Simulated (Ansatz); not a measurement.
## Habitual settings against a tight run: MoW₂Se₆ (P3m1, 9 atoms in the cell)

Self-consistent single point.

```
CELL_PARAMETERS angstrom
      3.35587     0.00000     0.00000
     -1.67793     2.90627     0.00000
      0.00000     0.00000    31.00823
ATOMIC_POSITIONS crystal
  Mo 0.00000 0.00000 0.11563
  W  0.00000 0.00000 0.57834
  W  0.33333 0.66667 0.34700
  Se 0.00000 0.00000 0.40172
  Se 0.33333 0.66667 0.06117
  Se 0.33333 0.66667 0.52358
  Se 0.33333 0.66667 0.17011
  Se 0.33333 0.66667 0.63307
  Se 0.00000 0.00000 0.29223
```

Computed with LDA (PW92), PAW files made with PBE (plane waves; Ansatz, a program for electronic structure).

Base settings: basis.ecutwfc = 30.9 Ry; kpoints.mp_grid.grid = 9 9 1; hamiltonian.xc = lda; hamiltonian.pseudopotentials = {kind: paw} (the program's default PAW files); scf.occupations.method = fixed.

Tight run (finer mesh or higher cutoff; not a proven limit): basis.ecutwfc: 30.9 Ry → 43.4 Ry; kpoints.mp_grid.grid: 9 9 1 → 13 13 2; scf.convergence.dr2_threshold: default (1e-07 eV) → 1e-09 eV. It gave top of the valence band (on the code's own zero) 4.95 eV; gap on the k-point mesh 1.28 eV; pressure -6.59 GPa; largest force (vector length) 1.190 eV/Å.

Quick runs, as changes from the base:
- A: the base itself
- B: kpoints.mp_grid.grid: 9 9 1 → 4 4 4; scf.occupations.method: fixed → cold; scf.occupations.width: default → 0.02 Ry; width narrowed by the program to 0.1910 eV
- C: basis.ecutwfc: 30.9 Ry → 15.4 Ry; kpoints.mp_grid.grid: 9 9 1 → 4 4 4; scf.convergence.dr2_threshold: default (1e-07 eV) → 0.001 eV
- D: basis.ecutwfc: 30.9 Ry → 24.6 Ry; kpoints.mp_grid.grid: 9 9 1 → 6 6 6; scf.occupations.method: fixed → cold; scf.occupations.width: default → 0.02 Ry; width narrowed by the program to 0.1540 eV

Gaps are read on each run's own mesh, which may miss the band edges.

The count of work is k-points × plane waves × bands × iterations; it is no time. 

Pressures in the table are Ansatz's without its Pulay estimate, at a fixed set of plane waves; the tight run's value above holds the estimate.

The starting cell comes from a database of computed structures (which also holds hypothetical and non-ambient phases and stackings), without a prior relaxation at this level. Its lattice was rescaled by a random factor within 2.5 % of one. Spin-orbit coupling is off. In the base run, with a pressure of about -7 GPa the cell is away from its equilibrium volume at this level. In the base run, forces exceed 1 eV/Å.

| run | energy less tight (meV/atom) | pressure less tight (GPa) | largest miss in a force vector (eV/Å) | gap on the mesh less tight (eV) | count of work / tight |
|---|---|---|---|---|---|
| A | 0.9 | -0.01 | 0.001 | -0.121 | 0.15 |
| B | -15.5 | -0.17 | 0.043 | 0.220 | 0.19 |
| C | 2163.2 | -55.13 | 0.167 | 0.179 | 0.029 |
| D | 6.5 | -0.25 | 0.011 | -0.124 | 0.55 |

The base run finds a smaller gap than the tight one, whose mesh may miss a band edge.

Among the runs at the tight run's level, the energy misses run from 0.9 to 2163.2 meV/atom.

Left out of this page: 1 run of the series unsound by tests on forces, stress, charge or solver warnings; 1 run of the series outside the window shown, repeating another row's setting, or not comparable.

Keys are those of Ansatz 0.2.
